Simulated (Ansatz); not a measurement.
Take Si in the diamond structure (space group Fd-3m, No. 227; a = 5.434 Å) as the base. Axes: x, y, z lie along the cube axes.

The values are results of PBEsol (Ansatz, a program for electronic structure; PAW; 420 eV plane waves; no spin-orbit coupling), not measurements.

Before the change:

The valence-band top at Γ is 0.00, 0.00, 0.00 eV.

It is then changed as follows: biaxial strain +0.83 %, plane normal [111], relaxed out of plane (Cartesian); in-plane vectors clamped, the third vector and the atoms free.

What happens to the ratio −ε⊥/ε∥?

The ratio −ε⊥/ε∥ comes out as 0.46.

How does this affect the valence-band top at Γ?

The valence-band top at Γ (three highest levels, from the VBM) goes from 0.00, 0.00, 0.00 eV to 0.00, -0.11, -0.11 eV.

The levels and masses belong to the bands next to the band gap. Whether these cells are dynamically stable was not tested.
